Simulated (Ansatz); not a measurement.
Structures of equal composition on the (111) surface of fcc Ni, ferromagnetic: a layer of Fe in place of the second plane; a layer of Fe in place of the third plane. The slabs share one bottom face, and each structure is named by its start. These are constructed structures in small cells; real faces may alloy, dewet or reconstruct in larger ones, and not all known structures of the face are among them. Slabs of about 10 Å with all that they carry, Fermi-Dirac smearing of 0.1 eV. Bottom of the slabs: a bare face, its two planes held. Relaxed from the named starts with such symmetry as they have, on meshes of like density; energies extrapolated to zero smearing; no spin-orbit coupling, no U. Spin-polarised runs, if any, are marked in brackets, and their order is one that fits the cell; the others ran without spin. Where a second, spin-polarised start was run, the lower counts.

Level of theory: PBE (plane waves to 420 eV, PAW; Ansatz, a quantum-chemistry and plane-wave program).

**Question.** Rank these by energy per 1x1 cell (lowest first), as PBE gives it.

**Answer.** a layer of Fe in place of the second plane (0.000 eV [spin, 5.8 μB a cell]), a layer of Fe in place of the third plane (0.106 eV [spin, 5.8 μB a cell])
